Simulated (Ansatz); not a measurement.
Some atoms of an NVE trajectory of composition Si15P, cell Si60P4, held well above this temperature first [in the run: it was liquid; mean temperature 2135 K (target 2090 K); density 2.42 g/cm³]; time step 2.0 fs, velocity Verlet. The numbers are results of PBE (plane waves, PAW; Ansatz, an electronic-structure program), not measurements. On the run's last frame a denser k-mesh moved the forces by 0.092 eV/Å rms, the static pressure by 0.05 GPa and the free energy by 5 meV/atom, which is about how far such values are converged.

```json
[
 {"atom": "Si4", "mass (u)": "28.085", "x y z (Å)": "5.24985 -0.95436 5.50212", "v (Å/fs)": "0.001996 -0.011713 0.005107", "F (eV/Å)": "0.9800 -0.0624 0.0459"},
 {"atom": "Si26", "mass (u)": "28.085", "x y z (Å)": "14.26101 -7.12292 6.30733", "v (Å/fs)": "0.002072 -0.005559 0.010502", "F (eV/Å)": "0.1105 -0.0874 -0.9192"},
 {"atom": "Si40", "mass (u)": "28.085", "x y z (Å)": "5.74092 13.27187 2.86739", "v (Å/fs)": "-0.004225 0.015981 0.005253", "F (eV/Å)": "0.7249 0.9194 2.2917"},
 {"atom": "Si50", "mass (u)": "28.085", "x y z (Å)": "5.52947 6.15365 7.39772", "v (Å/fs)": "-0.001743 -0.010935 -0.005607", "F (eV/Å)": "-0.2968 0.4509 0.3137"},
 {"atom": "P62", "mass (u)": "30.974", "x y z (Å)": "-3.68082 4.63828 5.20409", "v (Å/fs)": "0.007336 0.001730 0.005230", "F (eV/Å)": "0.2737 0.0587 0.3101"},
 {"atom": "P63", "mass (u)": "30.974", "x y z (Å)": "8.03905 6.52400 -1.30386", "v (Å/fs)": "0.018930 0.000942 -0.017937", "F (eV/Å)": "0.7125 1.0445 -1.5169"}
]
```

### Question
Give their positions one step later.

### Answer
x' = x + vΔt + FΔt²/(2m), with 1 eV/(Å·u) = 0.0096485 Å/fs².
| atom | x' y' z' (Å) |
|---|---|
| Si4 | 5.25452 -0.97783 5.51237 |
| Si26 | 14.26523 -7.13410 6.32770 |
| Si40 | 5.73297 13.30446 2.87947 |
| Si50 | 5.52578 6.13209 7.38672 |
| P62 | -3.66598 4.64178 5.21475 |
| P63 | 8.07735 6.52653 -1.34067 |
